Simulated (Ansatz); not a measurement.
The parent structure is HgTe in the zinc blende structure (space group F-43m, No. 216; a = 6.6507 Å).

Level of theory: PBE, PAW, 420 eV (Ansatz, an electronic-structure program; spin-orbit coupling left out).

Before the change:

The pressure is 0.0 GPa.

It is then changed as follows: an isotropic linear strain of +2.50 %, atoms relaxed at fixed cell.

Problem. How does this affect the energy relative to the base and pressure?

Solution. The energy grows by 20 meV/atom; the pressure goes from zero to -2.1 GPa.

Stability against distortions was not tested. The final runs are not spin-polarised.
